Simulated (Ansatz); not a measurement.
# Mg2Ge, response to strain

Start from Mg2Ge in the anti-fluorite structure (space group Fm-3m, No. 225; a = 6.364 Å). Axes: x, y, z lie along the cube axes.

Strains are applied to the cell and any free atomic positions relax.

Level of theory: Ansatz (a program for electronic structure), PBEsol, PAW, cutoff 420 eV, no spin-orbit coupling, earlier PAW set.

Candidates:
(a) isotropic strain −5.76 %
(b) isotropic strain −3.12 %
(c) isotropic strain −0.76 %
(d) uniaxial strain ε_xx = −5.83 %

Notes on the quantities. energy relative to the base: free energy F.

Task: Order them by energy relative to the base, highest first.

Result: (a) isotropic strain −5.76 % (+126 meV/atom), (b) isotropic strain −3.12 % (+34 meV/atom), (d) uniaxial strain ε_xx = −5.83 % (+28 meV/atom), (c) isotropic strain −0.76 % (+1.9 meV/atom)

No phonon test of stability was made. All final runs are without spin polarisation.
